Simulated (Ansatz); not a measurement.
Input:

```
CELL_PARAMETERS angstrom
      2.97703     0.00000     0.00000
      0.00000     2.97703     0.00000
      0.00000     0.00000     2.93238
ATOMIC_POSITIONS crystal
  Al 0.50000 0.50000 0.50000
  Ru 0.00000 0.00000 0.00000
```

No spin polarisation.

All numbers come from plane-wave PAW DFT at the PBEsol level (Ansatz, an electronic-structure program, 420 eV), no spin-orbit coupling. Settings: 19×19×19 k-points, 0.1 eV Fermi–Dirac smearing.

### Question
Predict the pressure and band gap.

### Answer
The pressure (mean of the normal stresses, compression positive) is 3.4 GPa and the band gap is zero.

The cells carry an imposed strain or load. No phonon test of stability was made. All final runs are without spin polarisation. The cell was made from AlRu in the CsCl type structure (space group Pm-3m, No. 221) by this change: uniaxial strain ε_zz = −1.50 %.
